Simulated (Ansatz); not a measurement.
```
W5C21
1.0
    6.68173    -0.00004    -0.01922
    0.95450     4.95987    -0.02418
    1.12404    -2.58392    24.02055
C W
84 20
Direct
  0.61391   0.42890   0.06496
  0.28170   0.26397   0.06542
  0.61414   0.93079   0.06524
  0.94646   0.09896   0.06527
  0.28006   0.76315   0.06417
  0.94591   0.60249   0.06628
  0.84041   0.86668   0.04477
  0.50847   0.69589   0.04401
  0.84419   0.36879   0.04438
  0.17115   0.52774   0.04463
  0.50844   0.19537   0.04458
  0.17289   0.03320   0.04411
  0.37142   0.03356   0.15173
  0.03800   0.86793   0.15182
  0.37178   0.53349   0.15150
  0.70481   0.70070   0.15196
  0.03812   0.36791   0.15202
  0.70482   0.20011   0.15169
  0.59949   0.46662   0.13051
  0.26542   0.29957   0.13059
  0.59822   0.96580   0.13047
  0.93216   0.13463   0.13057
  0.26509   0.80007   0.13040
  0.93197   0.63464   0.13089
  0.12912   0.63616   0.23777
  0.79569   0.46936   0.23781
  0.12903   0.13620   0.23785
  0.46233   0.30253   0.23767
  0.79573   0.96934   0.23777
  0.46235   0.80265   0.23778
  0.35610   0.06852   0.21635
  0.02322   0.90259   0.21640
  0.35636   0.56900   0.21628
  0.68951   0.73546   0.21642
  0.02304   0.40234   0.21643
  0.68959   0.23542   0.21632
  0.88667   0.23814   0.32368
  0.55327   0.07139   0.32366
  0.88669   0.73811   0.32371
  0.21994   0.90476   0.32365
  0.55327   0.57145   0.32365
  0.21989   0.40473   0.32367
  0.11394   0.67097   0.30224
  0.78056   0.50425   0.30226
  0.11390   0.17096   0.30224
  0.44715   0.33757   0.30221
  0.78059   0.00428   0.30226
  0.44716   0.83755   0.30222
  0.64430   0.84026   0.40959
  0.31076   0.67341   0.40947
  0.64438   0.34024   0.40949
  0.97748   0.50667   0.40963
  0.31067   0.17314   0.40950
  0.97775   0.00717   0.40955
  0.87151   0.27305   0.38811
  0.53814   0.10634   0.38815
  0.87151   0.77316   0.38825
  0.20481   0.93954   0.38804
  0.53814   0.60636   0.38810
  0.20473   0.43953   0.38813
  0.40196   0.44115   0.49500
  0.06890   0.27560   0.49548
  0.40180   0.94118   0.49533
  0.73570   0.10999   0.49545
  0.06845   0.77614   0.49532
  0.73451   0.60912   0.49543
  0.62906   0.87557   0.47423
  0.29574   0.70783   0.47387
  0.62912   0.37506   0.47396
  0.96212   0.54223   0.47441
  0.29594   0.20780   0.47408
  0.96249   0.04218   0.47417
  0.16106   0.04247   0.58179
  0.82542   0.88049   0.58134
  0.16271   0.54801   0.58126
  0.48973   0.70707   0.58153
  0.82553   0.37985   0.58191
  0.49342   0.20920   0.58115
  0.38799   0.47339   0.55962
  0.05389   0.31256   0.56170
  0.38746   0.97682   0.56062
  0.71972   0.14508   0.56068
  0.05218   0.81179   0.56047
  0.71999   0.64689   0.56096
  0.04961   0.40118   0.66327
  0.84815   0.00377   0.67271
  0.45149   0.21555   0.67359
  0.65175   0.61312   0.66495
  0.25464   0.79722   0.66467
  0.72871   0.36338   0.76549
  0.52723   0.96194   0.76576
  0.12895   0.16217   0.76472
  0.32655   0.56366   0.76386
  0.92895   0.75911   0.76366
  0.40508   0.31657   0.86225
  0.20516   0.91350   0.86116
  0.80693   0.11373   0.86016
  0.00757   0.51204   0.86204
  0.60541   0.71226   0.86043
  0.07911   0.27918   0.96124
  0.88261   0.86039   0.95232
  0.48588   0.07222   0.95318
  0.68203   0.46312   0.96094
  0.28426   0.67501   0.96264
```

The first 84 atoms are the substrate (C-dia), the rest the film (W).

Method: PBE (plane waves to 420 eV, PAW; Ansatz, a first-principles code). Scalar-relativistic, without spin–orbit coupling; the runs are not spin-polarised. Its k-point mesh 4×5×1, Fermi–Dirac width 0.05 eV.

Task: Describe the bonding at the interfaces and give the barriers.

Result: A periodic stack without vacuum, bcc W (1 1 0) on diamond (1 1 1) (film strained to the substrate, faces as cut): substrate slab C84, film W20, surface cells [[-2, 3], [-2, 0]] and [[1, 2], [-3, -1]], film strained by -4.8 and -2.9 %, faces C/C and W/W as cut (like faces can put a slab off its formula).
- interface area: 33.1 Å²
- period: 24.01 Å
- gaps between the outermost planes at the two interfaces: 1.95 and 1.95 Å
- C–W contacts across the interfaces within 1.22 times the sum of covalent radii: 28, mean 2.48 Å
- hole barrier (PBE): 0.37 eV
- electron barrier (PBE): 3.75 eV
